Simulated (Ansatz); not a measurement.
Worked example: relaxation of cell and atoms of FeCo (Pm-3m, 2 atoms in the cell) in Ansatz (a quantum-chemistry and plane-wave program).

Method: PBE (plane waves, PAW; Ansatz).

```
FeCo
1.0
    2.83903     0.00000     0.00000
    0.00000     2.83903     0.00000
    0.00000     0.00000     2.83903
Fe Co
1 1
Direct
  0.00000   0.00000   0.00000
  0.50000   0.50000   0.50000
```
Moments meant for the start (each program seeds them in its own way; μB, in the order of the atoms Fe Co): 4.0 3.0.

Reference input (self-consistent single point, DFT, PBE, plane waves, default PAW files): basis.ecutwfc = 420 eV; kpoints.mp_grid.grid = 9 9 9; hamiltonian.xc = pbe; hamiltonian.pseudopotentials = {kind: paw} (the program's default PAW files); magnetization.spin_polarized = true; scf.occupations.method = cold; scf.occupations.width = 0.1 eV. This run's input differs from it in these lines:

```diff
@@ -20,2 +20,4 @@
   occupations: { method: cold, width: 0.1 }
+relax:
+  cell: { p_target: 2.0 GPa }
 output:
```

Output (repeated stretches shortened):

```
   [... SCF lines of the steps left out ...]
relax step   1: F+E_penalty+E_count = -9606.76403340 eV  Δ(F+E_penalty+E_count) = +0.000e0 eV  max|allowed force component| = 5.995e-29 eV/Å  Δτ_max = 0.0000 Å  P = +0.917 GPa  Ω = 22.883 Å³  (18 SCF iters, dr2 threshold 1.00e-7 eV, accepted)
relax step   2: F+E_penalty+E_count = -9606.76352261 eV  Δ(F+E_penalty+E_count) = +5.108e-4 eV  max|allowed force component| = 6.377e-30 eV/Å  Δτ_max = 0.0000 Å  P = +1.517 GPa  Ω = 22.806 Å³  energy of the carried Pulay correction = +6.935e-5 eV  [...]
relax step   3: F+E_penalty+E_count = -9606.76290648 eV  Δ(F+E_penalty+E_count) = +6.161e-4 eV  max|allowed force component| = 4.832e-30 eV/Å  Δτ_max = 0.0000 Å  P = +2.007 GPa  Ω = 22.745 Å³  energy of the carried Pulay correction = +1.250e-4 eV  [...]
relax step   4: F+E_penalty+E_count = -9606.76280430 eV  Δ(F+E_penalty+E_count) = +1.022e-4 eV  max|allowed force component| = 1.206e-29 eV/Å  Δτ_max = 0.0000 Å  P = +2.002 GPa  Ω = 22.745 Å³  stress off target by 2.37e-3 GPa  SCF on the basis [...]
basis re-selected at this cell: Δ(F+E_penalty+E_count) = +1.022e-4 eV, ΔP = -0.004 GPa vs the last step
the relaxation is at rest under the 48 symmetry operations that the run kept from its start: a minimum is not shown …
the relaxation's final electronic state is not compared with the one that a single-point calculation of its input finds at the relaxed geometry …
   [... lines left out ...]
Absolute magnetization: 4.7507 μB (∫|ρ↑−ρ↓|, with the PAW one-centre terms)
Free energy (F): -9606.762804 eV
Fermi energy:    18.661605 eV
   [... lines left out ...]
to start a new deck from the relaxed geometry:
  cell:  # Å, volume = 22.7454 Å³
    - [2.8333336172090067, 3.2098832406453934e-35, 0.0]
    - [6.419766481290786e-35, 2.8333336172090067, 2.0061770254033708e-35]
    - [3.209883240645393e-35, 2.0061770254033708e-35, 2.8333336172090067]
  atoms:
    - { symbol: Fe, position: [-3.39188022736525e-35, 1.4132834280854357e-35, -2.8265668561698433e-36] }
    - { symbol: Co, position: [0.5, 0.5, 0.5] }
```

The run converged. 

Summary of the result:
- Free energy E − TS (on the zero of these files): -9606.7628 eV
- Fermi level (on the code's own zero): 18.66 eV
- Pressure: 2.00 GPa
- Size of the cell's spin moment: 4.48 μB
- Final cell: a = b = c = 2.8333 Å, α = β = γ = 90.00°
- Final volume per atom: 11.37 Å³
- Relaxation steps: 4

The starting cell comes from a database of computed structures (which also holds hypothetical and non-ambient phases and stackings), without a prior relaxation at this level. The magnetic order is the one reached from the typed start; others were not searched systematically. The relaxation keeps the symmetry of its start, so its end need not be a minimum. Ansatz's pressure includes its estimate of the finite-basis (Pulay) stress.

Keys are those of Ansatz 0.2.
